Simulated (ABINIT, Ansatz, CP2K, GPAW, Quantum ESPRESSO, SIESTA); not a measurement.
**Sr (Fm-3m, 1 atom in the cell) computed with different codes at matched settings**

Self-consistent single point.

```
CELL_PARAMETERS angstrom
      0.00000     2.96383     2.96383
      2.96383     0.00000     2.96383
      2.96383     2.96383     0.00000
ATOMIC_POSITIONS crystal
  Sr 0.00000 0.00000 0.00000
```

All programs got the same cell, k-point mesh and kind of occupations (in Ansatz's words: kpoints.mp_grid.grid = 8 8 8; scf.occupations.method = fermi_dirac; scf.occupations.width = 0.1 eV); potentials, basis and cutoffs are each program's usual ones.

```tsv
code	model	pressure (GPa)	k-points	cutoff
SIESTA	GGA PBE, numerical atomic orbitals DZP, PseudoDojo PBE standard norm-conserving potentials (rewritten from UPF to PSML)	5.15	296	grid 400 Ry
GPAW	PBE, GPAW PAW datasets PBE (gpaw-data 1.0.1)	0.75	29	550 eV
Quantum ESPRESSO	PBE, PSlibrary ultrasoft (PBE) pseudopotentials	0.69	29	45 Ry
Ansatz	PBE, default PAW files	0.71	29	default
ABINIT	PBE, norm-conserving pseudopotentials (PseudoDojo nc-sr-05 PBE standard)	0.70	29	68 Ry
CP2K	PBE, GPW, DZVP-MOLOPT-SR-GTH basis, GTH-PBE potentials (GTH_POTENTIALS)	1.08	260	grid 500 Ry
```

The spread over the programs that give each value: pressure within 4.46 GPa.

The starting cell comes from a database of computed structures (which also holds hypothetical and non-ambient phases and stackings), without a prior relaxation at this level. Its lattice was rescaled by a random factor within 2.5 % of one.

Q: Why do the programs differ, and what cannot be compared?

A: Differences of this kind can come from the potentials, where these differ, and from what each basis and cutoff leave unconverged. The zero of total energies and Fermi levels follows the potentials and each program's conventions, so they are not compared here. SIESTA and CP2K use small atom-centred bases, whose incompleteness enters pressures, forces and empty levels differently from a plane-wave cutoff. Ansatz's pressure is given at a fixed set of plane waves, as the other plane-wave codes print theirs. The programs reduce the same mesh by symmetry to different extents, which changes the work and not the result. In the pressure, SIESTA (by 4.44) lies more than 1 GPa from the median of the plane-wave programs.

Left out of this page: Elk and FLEUR (not drawn, or without a comparable value).

Ansatz is a first-principles code.

Keys are those of Ansatz 0.2.
